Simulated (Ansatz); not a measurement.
An Ansatz (an electronic-structure program) run: GaCuSe2 with a change (biaxial strain −2.25 %, plane normal [001], relaxed out of plane); Kohn–Sham DFT with the PBE functional, run in Ansatz with PAW and 420 eV plane waves, without spin-orbit coupling.

Input:

Ansatz 0.2 input:
```yaml
crystal:
  lattice:
    - [5.5441484267, 0, 0]
    - [0, 5.5441484267, 0]
    - [2.7720742134, -2.7720742134, 5.6946685563]
  atoms:
    - { symbol: Ga, position: [0.5, 0.5, 0] }
    - { symbol: Ga, position: [0.75, 0.75, 0.5] }
    - { symbol: Cu, position: [0, 0, 0] }
    - { symbol: Cu, position: [0.25, 0.25, 0.5] }
    - { symbol: Se, position: [0.625, 0.3687825602, 0.25] }
    - { symbol: Se, position: [0.3687825602, 0.125, 0.75] }
    - { symbol: Se, position: [0.125, 0.8812174398, 0.25] }
    - { symbol: Se, position: [0.8812174398, 0.625, 0.75] }
basis: { ecutwfc: 420, ecutrho_ratio: 4, xc_grid: 2, fft_grid_basis: typed }
kpoints: { mp_grid: { grid: [8, 8, 8] } }
hamiltonian:
  xc: pbe
  dispersion: none
  pseudopotentials: { kind: paw }
scf: { occupations: { method: fermi_dirac, width: 0.05 } }
relax: { f_tol: 0.005, max_steps: 50, cell: { stress_tol: 0.01, fix: [a, b, gamma] } }
output: { forces: true, stress: true }
checkpoint: { write: state.ck, write_every: 1000 }
```

Output (explanatory and most iteration lines left out):

```
Relaxation: its limit of steps is 50 (relax.max_steps)
Pseudopotential: Ga, paw, valence charge 13
Pseudopotential: Cu, paw, valence charge 19
Pseudopotential: Se, paw, valence charge 16
Crystal: 8 atoms, lattice volume = 175.040 Å³
Basis set: ecut = 420 eV, 3451 PW (Γ), exchange–correlation on 80×80×96 points (8 copies of the dense FFT grid, shifted against one another)
Bands: 77, of which v1, the nominal top of the filled ones, is band 64 counted from 1 (63 counted from 0)
Symmetry: 8 space group operations
Space group: I-42d (ITA 122), of the structure as read, at distance tolerance 5.6e-5 Å
k-points: 59 of 512 (time reversal used)
Functional: x = pbe(κ = 0.804, μ = 0.2195149727645171), c = pbe(β = 0.06672455060314922)
SCF iter   1: F=—  HF=-42696.471102 eV  |F-HF|=—  |Δ(HF+E_count)|=         —  Δρ=7.70e-4  dr2=1.12e-3  ethr=1.77e-3  ⟨swp⟩=6.0  Hψ=15981  notcnv=0  defer=5
SCF iter   2: F=—  HF=-42696.471919 eV  |F-HF|=—  |Δ(HF+E_count)|=   8.16e-4  Δρ=4.77e-4  dr2=4.10e-4  ethr=8.73e-7  ⟨swp⟩=3.0  Hψ=9637  notcnv=0  defer=48
SCF 1 converged in 8 iterations: F = -42696.471943 eV  dr2 = 1.49e-8
relax step   1: F+E_penalty+E_count = -42696.47194306 eV  Δ(F+E_penalty+E_count) = +0.000e0 eV  max|allowed force component| = 6.948e-2 eV/Å  Δτ_max = 0.0000 Å  P = +2.247 GPa  Ω = 175.040 Å³  fix = [a, b, gamma]  reactions: a +2.693, b +2.693 GPa  (8 SCF iters, dr2 threshold 1.00e-7 eV, accepted)
[... steps on the carried basis left out ...]
relax step   3: F+E_penalty+E_count = -42696.48287892 eV  Δ(F+E_penalty+E_count) = -5.483e-4 eV  max|allowed force component| = 6.730e-4 eV/Å  Δτ_max = 0.0017 Å  P = +1.252 GPa  Ω = 177.511 Å³  energy of the carried Pulay correction = -5.879e-4 eV  fix = [a, b, gamma]  reactions: a +1.874, b +1.874 GPa  (6 SCF iters, dr2 threshold 2.73e-7 eV, accepted)
Crystal: 8 atoms, lattice volume = 177.511 Å³
SCF iter   1: F=—  HF=-42696.471832 eV  |F-HF|=—  |Δ(HF+E_count)|=         —  Δρ=4.96e-4  dr2=1.41e-5  ethr=1.47e-7  ⟨swp⟩=3.0  Hψ=27070  notcnv=0
SCF iter   2: F=—  HF=-42696.480515 eV  |F-HF|=—  |Δ(HF+E_count)|=   8.68e-3  Δρ=2.55e-4  dr2=5.17e-6  ethr=1.10e-8  ⟨swp⟩=2.0  Hψ=6079  notcnv=0
SCF 4 converged in 11 iterations: F = -42696.483442 eV  dr2 = 8.67e-13
SCF converged after 11 iterations
Free energy (F): -42696.483442 eV
Internal energy: -42696.482568 eV  (E = F + TS)
E sigma→0 (E₀):  -42696.483005 eV
Entropy (-TS):   -0.000873 eV (-0.109 meV/atom)
Fermi energy:    8.644313 eV
--- Forces (eV/Å), atoms counted from 1 ---
  atom   1  Ga     0.00000000     0.00000000     0.00000000
  atom   2  Ga    -0.00000000     0.00000000     0.00000000
  atom   3  Cu    -0.00000000     0.00000000     0.00000000
  atom   4  Cu    -0.00000000     0.00000000     0.00000000
  atom   5  Se    -0.00000000    -0.00059573    -0.00000000
  atom   6  Se    -0.00059573    -0.00000000     0.00000000
  atom   7  Se     0.00000000     0.00059573     0.00000000
  atom   8  Se     0.00059573    -0.00000000    -0.00000000
--- Stress (GPa, compression-positive) ---
        1.872454      -0.000000      -0.000000
       -0.000000       1.872454       0.000000
       -0.000000       0.000000       0.005093
  P = ⅓ Tr σ = 1.2500 GPa (12.500 kbar)
--- Relaxed structure (3 steps of the walk, 3 accepted, 1 SCFs on fresh bases) ---
  cell:  # Å, volume = 177.5110 Å³
    - [5.5441484267, 5.341762716747694e-23, -2.4339218750232118e-11]
    - [5.341763871549232e-23, 5.5441484267, 2.433922138071532e-11]
    - [2.772074213375353, -2.772074213375353, 5.775048534422166]
  atoms:
    - { symbol: Ga, position: [0.5, 0.5, 4.379293137414416e-28] }
    - { symbol: Ga, position: [0.7500000000000002, 0.7500000000000002, 0.5] }
    - { symbol: Cu, position: [-1.4666844513847604e-20, 3.7304726412716404e-21, -1.1341032015789624e-31] }
    - { symbol: Cu, position: [0.24999999999999994, 0.25000000000000006, 0.5] }
    - { symbol: Se, position: [0.6249999999999999, 0.36734881322261737, 0.25] }
    - { symbol: Se, position: [0.3673488132226173, 0.1250000000000001, 0.7500000000000002] }
    - { symbol: Se, position: [0.12499999999999994, 0.8826511867773829, 0.25000000000000006] }
    - { symbol: Se, position: [0.882651186777383, 0.625, 0.7500000000000002] }
```

Whether these cells are dynamically stable was not tested. All final runs are without spin polarisation. The cell was made from GaCuSe2 in the chalcopyrite structure (space group I-42d, No. 122) by this change: biaxial strain −2.25 %, plane normal [001], relaxed out of plane.
